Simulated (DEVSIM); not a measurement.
Structure: Schottky contact on n-type Si, at 300 K.

Layer 1 from the left is Si, thickness (μm) 4.50, Nd (cm⁻³) 2.2e16, τn (s) 4.8e-5, τp (s) 4.8e-5.

Left contact: Schottky, work function 4.78 eV, emission velocity 1.8e6 cm/s. Right contact: ohmic. Voltage is applied to the left contact. Recombination: SRH at mid-gap. Mobility is constant in doping.

Constants are typed, rounded textbook-type inputs, not results; the design itself was drawn at random and stands for no fabricated device. Values at 300 K.

Si: gap (eV) 1.124, affinity (eV) 4.05, permittivity 11.7, Nc (cm⁻³) 2.86e19, Nv (cm⁻³) 3.1e19, μn (cm²/Vs) 1417, μp (cm²/Vs) 470.

Task: Estimate by hand the built-in potential, the peak field at zero bias, the capacitance at -3 V, and compare with a numerical solution.

Result: 
- Built-in potential: barrier φB = 0.730 eV; Vbi = φB − kT/q ln(N_band/N) = 0.545 V; numerical 0.545 V.
- Peak field at zero bias: depletion approximation: W = √(2εVbi/(qN)) = 0.179 μm with N = 2.20e16 cm⁻³; field = 2Vbi/W = 60900 V/cm; numerical 59300 V/cm (estimate above by 2.7 %).
- Capacitance at -3 V: C = √(qεN / 2(Vbi + |V|)) = 22.7 nF/cm²; numerical 22.8 nF/cm².

Model (solved in DEVSIM): 1D drift-diffusion, Boltzmann statistics, complete ionisation; no tunnelling, impact ionisation, image-force lowering or self-heating. Metal contacts follow the ideal Schottky-Mott rule: no Fermi-level pinning, no interface dipoles.
